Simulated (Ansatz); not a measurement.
Base system: Sb (space group R-3m, No. 166; a = 4.3197 Å, c = 11.0234 Å (hexagonal axes); relaxed with 0.1 eV smearing). Axes: x lies along a and z along c of the hexagonal cell.

Level of theory: Ansatz (a first-principles code), PBE-D3(BJ), PAW, cutoff 420 eV, no spin-orbit coupling.

Before the change:

| Item | Value |
|---|---|
| Pressure | 0.0 GPa |
| Shortest interatomic distance | 2.934 Å |

Now apply this change: tensile biaxial strain of 1.96 % in the plane normal to [001], as in epitaxy on a mismatched substrate; the out-of-plane cell vector and the atoms relax.

Q: Estimate the effect on the pressure.

A: The pressure (mean of the normal stresses, compression positive) goes from zero to -1.2 GPa.

Q: Estimate the effect on the energy relative to the base.

A: The energy rises by 6.4 meV/atom.

Q: What does the calculation give for the out-of-plane strain after the change?

A: The out-of-plane strain comes out as -2.15 %.

Q: Predict the new shortest interatomic distance.

A: The shortest interatomic distance increases by 0.023 Å to 2.957 Å.

Whether these cells are dynamically stable was not tested.
